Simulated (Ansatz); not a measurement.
# BN: pressure series

Consider BN in the zinc blende structure (space group F-43m, No. 216; a = 3.6247 Å).

Cell and atoms are relaxed at each pressure.

Calculations: PBE, PAW, 420 eV (Ansatz, an electronic-structure program; without spin-orbit coupling).

Candidates:
(a) pressure 4.2 GPa
(b) pressure 30 GPa
(c) pressure 60 GPa
(d) pressure −1 GPa

For the base:

The smallest direct gap is 8.79 eV.

Problem. Order them by smallest direct gap, lowest first.

Solution. (d) pressure −1 GPa (8.78 eV), (a) pressure 4.2 GPa (8.85 eV), (b) pressure 30 GPa (9.13 eV), (c) pressure 60 GPa (9.41 eV)

Load acts through the strain it causes; cell and atoms are relaxed under it. Stability against distortions was not tested. Competing high-pressure phases were not computed.
